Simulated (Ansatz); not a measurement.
For CsCl-type NiAl, PBEsol (plane waves, PAW; Ansatz, a quantum-chemistry and plane-wave program) gives:

```
Item                                   Value
------------------------------  ------------
equilibrium lattice constant a       2.862 Å
bulk modulus                         173 GPa
cohesive energy                 5.31 eV/atom
```

### Question
What does r²SCAN+rVV10 (plane waves, PAW; Ansatz) give for the same quantities?

### Answer

- lattice constant a: 2.857 Å (decreases by 0.2 %)
- bulk modulus: 180 GPa (goes up by 4.0 %)
- cohesive energy: 5.00 eV/atom (shrinks by 0.31 eV/atom)

For comparison: lattice constant a 2.882 Å (measured, extrapolated to 0 K, zero-point anharmonic expansion removed (Haas, Tran, Blaha 2009); as tabulated in Levämäki et al. (2014), arXiv:1402.3671); bulk modulus 156 GPa (measured, room temperature, no zero-point or thermal correction; as tabulated in Yamada et al. (2019), arXiv:1910.09660).

Changes are worked out from the printed values.

Unless a cell is named, each level is at its own relaxed cell (PBEsol 11.72, r²SCAN+rVV10 11.66 Å³/atom).

The crystal itself was run without spin with PBEsol, r²SCAN+rVV10; a magnetic state was not tried in these runs.

Ansatz's density-functional and Hartree–Fock values are scalar-relativistic unless marked +SOC, with PAW data made under PBE.
